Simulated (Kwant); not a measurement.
Model system: six-terminal Hall bar in a Ge (holes) two-dimensional gas. Effective mass 0.06 mₑ, grid spacing 12 nm, hard walls, nominal width 300 nm (25 grid rows, so walls 312 nm apart), one parabolic valley, scattering region 780 nm long along x; energies count from the band bottom; Fermi energy 0.00335 eV. Four side probes 150 nm wide, two on each edge; current runs along x; the sign of the Hall resistance is a convention. Perpendicular field swept from 0.14469 to 2.9516 T, also in the leads; orbital effect alone.

The device is made up for the run: typed textbook-type constants, with dimensions and the other settings drawn at random.

Computed with Kwant: effective-mass tight-binding model on a square grid, one spin, coherent transport at 0 K. Resistances are in h/e².

**Question.** How many Landau levels lie under the Fermi energy, and what Hall resistance follows, at 3.35 meV and 0.287 T; 3.35 meV and 0.763 T; 3.35 meV and 2.19 T; 3.35 meV and 2.43 T?

**Answer.** ħωc = ħeB/m = 1.93 meV a tesla; levels lie at (n + ½)ħωc. E/ħωc = 6.04 gives 6 levels and h/(6e²) = 0.167; simulated 0.165, off the plateau. E/ħωc = 2.28 gives 2 levels and h/(2e²) = 0.500; simulated 0.500. E/ħωc = 0.79 gives 1 level and h/(1e²) = 1.000; simulated 1.000. E/ħωc = 0.72 gives 1 level and h/(1e²) = 1.000; simulated 1.000. The count is that of a wide sample; where the walls of bar or probes squeeze the orbits, it misses.
